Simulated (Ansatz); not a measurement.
**Convergence study of the plane-wave cutoff for HfC (I4mm, 2 atoms in the cell)**

```xyz
2
Lattice="0.0000 2.3316 2.3316 2.3316 0.0000 2.3316 2.3316 2.3316 0.0000" Properties=species:S:1:pos:R:3 pbc="T T T"
Hf     0.0000     0.0000     0.0500
C      2.3316     2.3316     2.3316
```

Computed with LDA (PW92), default PAW files made with PBE (plane waves; Ansatz, a program for electronic structure).

Base settings: basis.ecutwfc = 420 eV; kpoints.mp_grid.grid = 12 12 12; hamiltonian.xc = lda; hamiltonian.pseudopotentials = {kind: paw} (the program's default PAW files); scf.occupations.method = fermi_dirac; scf.occupations.width = 0.1 eV.

The second cell is the first with its lattice scaled by 0.98.

The mesh stays at the base's, so the ladder's end is converged at best in this setting alone.

The first pressure column holds Ansatz's estimate of the finite-basis (Pulay) stress, which hides part of the cutoff error; the other is without it.

Only quantities that move along the ladder and can be compared are tabulated.

The count of work is k-points × plane waves × bands × iterations; it is no time. 

The starting cell has typed, rounded lattice constants, without a prior relaxation at this level. Its lattice was rescaled by up to half a per cent. One atom was moved a little off its site on purpose. In the base run, with a pressure of about -13 GPa the cell is away from its equilibrium volume at this level.

| basis.ecutwfc | free energy less the last step's (meV/atom) | energy of the compressed cell less the first (meV/atom) | pressure (GPa) | pressure without the Pulay estimate (GPa) | largest difference of a force vector from the last step's (eV/Å) | count of work / last |
|---|---|---|---|---|---|---|
| 145 eV | 22173.00 | 40.57 | 9.59 | -1025.31 | 0.352 | 0.082 |
| 170 eV | 9315.38 | -40.84 | -1.85 | -461.74 | 0.051 | 0.099 |
| 190 eV | 4857.09 | -62.73 | -25.75 | -260.22 | 0.031 | 0.12 |
| 210 eV | 2665.65 | -55.01 | -21.27 | -160.56 | 0.026 | 0.12 |
| 230 eV | 1437.19 | -16.87 | -13.29 | -102.78 | 0.042 | 0.13 |
| 250 eV | 751.24 | -30.14 | -14.06 | -67.01 | 0.021 | 0.16 |
| 295 eV | 152.47 | -29.29 | -13.38 | -26.71 | 0.001 | 0.18 |
| 335 eV | 42.03 | -30.92 | -13.25 | -16.95 | 0.010 | 0.22 |
| 380 eV | 9.60 | -30.33 | -13.31 | -14.31 | 0.003 | 0.22 |
| 420 eV | 2.90 | -31.19 | -13.44 | -13.72 | 0.001 | 0.29 |
| 460 eV | 1.23 | -31.30 | -13.46 | -13.53 | 0.000 | 0.29 |
| 505 eV | 0.83 | -31.30 | -13.46 | -13.48 | 0.000 | 0.35 |
| 565 eV | 0.68 | -31.31 | -13.46 | -13.47 | 0.000 | 0.41 |
| 630 eV | 0.51 | -31.33 | -13.47 | -13.48 | 0.000 | 0.51 |
| 735 eV | 0.32 | -31.34 | -13.47 | -13.47 | 0.000 | 0.62 |
| 840 eV | 0.22 | -31.35 | -13.47 | -13.48 | 0.000 | 1.0 |
| 1010 eV | 0.00 | -31.37 | -13.47 | -13.48 | 0.000 | 1.0 |

Coarsest basis.ecutwfc that holds the energy of the compressed cell less the first within 0.5 meV/atom of the last step, with all finer ones: 420 eV, at 0.29 of the last step's count of work; the step before is off by 1.0 meV/atom.

Coarsest basis.ecutwfc that holds the forces within 0.005 eV/Å of the last step, with all finer ones: 380 eV, at 0.22 of the last step's count of work; the step before is off by 0.010 eV/Å.

Coarsest basis.ecutwfc that holds the pressure without the Pulay estimate within 0.5 GPa of the last step, with all finer ones: 420 eV, at 0.29 of the last step's count of work; the step before is off by 0.82 GPa.

The energy difference between the two cells stays within 1 meV/atom of the last step's from 420 eV on, the total only from 505 eV on: much of the error is common to both cells and cancels.

At the lowest cutoff the pressure without the Pulay estimate lies 1010 GPa under the last step's, the usual sign of Pulay stress in an incomplete plane-wave basis.

Keys are those of Ansatz 0.2.
